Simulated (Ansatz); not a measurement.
Carrier properties of InP (I-4m2)

Input:

```
InP
1.0
    0.00000     3.05130     2.80931
    3.05130     0.00000     2.80931
    3.05130     3.05130     0.00000
In P
1 1
Cartesian
  0.00000   0.00000   0.00000
  1.52565   1.52565   1.40465
```

Calculation: r2SCAN with spin-orbit coupling, rigid bands (plane waves, PAW; Ansatz, a program for electronic structure). Condition of this run: biaxial stress in (001) of -3 GPa (compression positive) (the target of the relaxation). How the cell was made: cell and atoms relaxed with PBEsol, then loaded as said.

- band gap = 0.68 eV
- electron conductivity mass (300 K, dilute) = 0.081 (x), 0.081 (y), 0.066 (z) mₑ
- hole conductivity mass (300 K, dilute) = 0.48 (x), 0.48 (y), 0.126 (z) mₑ
- effective density of states N_c (300 K) = 4.7e17 cm⁻³
- effective density of states N_v (300 K) = 4.0e18 cm⁻³
- density-of-states mass, electrons = 0.071 mₑ
- density-of-states mass, holes = 0.29 mₑ
- Seebeck coefficient, n-type 1e19 cm⁻³, 300 K = -52 μV/K
- Seebeck coefficient, p-type 1e19 cm⁻³, 300 K = 181 μV/K

Rigid bands; masses and Seebeck coefficients take one relaxation time τ for all states and one kind of carrier; polarons and phonon drag are left out. Geometry: cell and atoms relaxed with PBEsol.
